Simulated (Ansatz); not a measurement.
Output of an Ansatz run (abridged):

```
WARN the atoms were moved onto the symmetric positions of the space group found under crystal.symmetry.tolerance 1.0e-5 (fractional …
WARN ansatz: RAYON_NUM_THREADS=1 ignored (pool sized by the plan → 1); use --threads N
Pseudopotentials: kind: paw
Pseudopotential: Sc, paw, valence charge 11
Pseudopotential: B, paw, valence charge 3
Crystal: 3 atoms, lattice volume = 29.840 Å³
Basis set: ecut = 420 eV, 563 PW (Γ)
Bands: 13, of which v1, the nominal top of the filled ones, is band 9 counted from 1 (8 counted from 0)
Symmetry: 24 space group operations
Space group: P6/mmm (ITA 191), of the structure as read, at distance tolerance 3.1e-5 Å
k-points: 95 of 1296
PAW frozen core: Sc, regenerated for the run's functional, and the local potential with it
PAW frozen core: B, regenerated for the run's functional, and the local potential with it
Initial density: superposition of atomic densities (neutral atoms: chi_scale 0, normalization atom), corrected by the library's trained network
Initial wavefunctions: pseudopotential atomic-orbital guess
Eigensolver: davidson
Functional: x = slater, c = lda
SCF iter   1: F=—  HF=-2391.298578 eV  |F-HF|=—  |Δ(HF+E_count)|=         —  Δρ=4.59e-3  dr2=2.68e-3  ethr=1.77e-3  ⟨swp⟩=4.3  Hψ=5990  notcnv=0
all-band conjugate gradients solve this SCF's bands
preconditioner: auto → none
SCF iter   2: F=—  HF=-2391.297849 eV  |F-HF|=—  |Δ(HF+E_count)|=   7.29e-4  Δρ=2.56e-3  dr2=8.98e-4  ethr=1.58e-5  ⟨swp⟩=1.4  Hψ=2190  notcnv=0
SCF iter   3: F=—  HF=-2391.297712 eV  |F-HF|=—  |Δ(HF+E_count)|=   1.37e-4  Δρ=2.82e-4  dr2=1.37e-5  ethr=5.28e-6  ⟨swp⟩=1.2  Hψ=1355  notcnv=0
SCF iter   4: F=—  HF=-2391.297709 eV  |F-HF|=—  |Δ(HF+E_count)|=   2.28e-6  Δρ=4.09e-5  dr2=6.07e-7  ethr=8.08e-8  ⟨swp⟩=2.2  Hψ=1998  notcnv=0
iter 5 did not close the SCF: its close was put off for the readings that it lacked (scf_convergence_deferred on its scf_iter line)
SCF iter   5: F=-2391.297709 eV  HF=-2391.297709 eV  |F-HF|=8.03e-10  |Δ(HF+E_count)|=   2.12e-7  Δρ=7.45e-6  dr2=8.00e-9  ethr=3.57e-9  ⟨swp⟩=2.0  Hψ=1891  notcnv=0
SCF iter   6: F=-2391.297709 eV  HF=-2391.297709 eV  |F-HF|=2.14e-11  |Δ(HF+E_count)|=   3.14e-9  Δρ=7.27e-7  dr2=9.02e-11  ethr=4.70e-11  ⟨swp⟩=1.9  Hψ=3936  notcnv=0
SCF 1 converged in 6 iterations: F = -2391.297709 eV  dr2 = 9.02e-11
SCF converged after 6 iterations
Free energy (F): -2391.297709 eV
Harris-Foulkes:  -2391.297709 eV  (|F-HF|=2.14e-11)
Internal energy: -2391.294506 eV  (E = F + TS)
E sigma→0 (E₀):  -2391.296108 eV
Entropy (-TS):   -0.003203 eV (-1.068 meV/atom)
Fermi energy:    11.932169 eV
--- Per-component energies (eV) ---
  E_band       = -90.842339
  E_kinetic    = 362.661977
  E_local      = -735.652833  (includes V_loc(G=0)·N_el)
  E_nonlocal   = 108.522064
  E_hartree    = 252.426968
  E_xc         = -169.742073
  E_vxc        = -208.172522  (∫ρ·V_xc dr)
  E_paw        = -1054.907186  (= ΣΔE_a)
  E_vpaw       = -123.054795  (= ΣTr[D̂ρ^β])
  E_aug_tail   = -0.000001  (compensation charges beyond the density's cutoff)
  E_ewald      = -1155.000014
  E_core_change = 0.396591  (= ΣΔE_core)
  E_smearing   = -0.003203  (= −TS)
  E_closure    = 0.000000  (closes the sum)
  Σ components = -2391.297709   (vs F -2391.297709, Δ=0.00e0)
--- Forces (eV/Å), atoms counted from 1 ---
  atom   1  Sc     0.00000000    -0.00000000     0.00000000
   [... zero for the other atoms too ...]
  max |Σ_I F_I| component: 5.55e-17 eV/Å
--- Stress (GPa, compression-positive) ---
       -6.668309       0.000000       0.000000
        0.000000      -6.668309       0.000000
        0.000000       0.000000      -8.336164
  P = ⅓ Tr σ = -7.2243 GPa (-72.243 kbar)
  The stress holds the Pulay correction. Without it, at fixed plane waves, as pw.x and ABINIT print it: P = -7.4047 GPa
--- Band table (eV; the first three rows and the last of 95) ---
  k-point 0: bands = ["-35.8051", "-14.8244", "-14.4872", "-14.4872", "0.4504", "10.3702", "11.0726", "11.0726", "11.4561", "16.0206", "16.0206", "16.7552", "16.7552"]
  k-point 1: bands = ["-35.8037", "-14.8475", "-14.4856", "-14.4856", "0.5900", "9.4431", "11.1747", "11.1747", "12.3076", "15.5829", "15.5829", "16.5125", "16.5125"]
  k-point 2: bands = ["-35.8002", "-14.9056", "-14.4818", "-14.4818", "0.9774", "8.1534", "11.4704", "11.4704", "13.4054", "14.8639", "14.8639", "15.8830", "15.8830"]
  k-point 94: bands = ["-35.7077", "-14.8578", "-14.8401", "-14.8401", "4.9859", "4.9859", "7.7143", "10.4690", "10.4690", "16.4204", "17.6420", "17.6420", "18.3684"]
```

The structure:

```
CELL_PARAMETERS angstrom
      3.12968     0.00000     0.00000
     -1.56484     2.71039     0.00000
      0.00000     0.00000     3.51772
ATOMIC_POSITIONS crystal
  Sc 0.00000 0.00000 0.00000
  B  0.66667 0.33333 0.50000
  B  0.33333 0.66667 0.50000
```

### Question
Write an input that gives this output.

### Answer
Other spellings and defaults could give the same log, and not every line can be read from it. The input that was run (DFT, LDA (PW92), plane waves, default PAW files made with PBE):

Ansatz 0.2 input:
```yaml
crystal:
  lattice:
    - [3.129683, 0.000000, 0.000000]
    - [-1.564841, 2.710385, 0.000000]
    - [0.000000, 0.000000, 3.517723]
  atoms:
    - { symbol: Sc, position: [0.000000, 0.000000, 0.000000] }
    - { symbol: B, position: [0.666667, 0.333333, 0.500000] }
    - { symbol: B, position: [0.333333, 0.666667, 0.500000] }
basis:
  ecutwfc: 420.0
kpoints:
  mp_grid: { grid: [12, 12, 9] }
hamiltonian:
  xc: lda
  pseudopotentials: { kind: paw }
scf:
  occupations: { method: gaussian, width: 0.1 }
output:
  forces: true
  eigenvalues: true
  stress: true
```

The starting cell comes from a database of computed structures (which also holds hypothetical and non-ambient phases and stackings), without a prior relaxation at this level. Its lattice was rescaled by up to half a per cent. With a pressure of about -7 GPa the cell is away from its equilibrium volume at this level. Ansatz's pressure includes its estimate of the finite-basis (Pulay) stress.

Ansatz is a program for electronic structure.
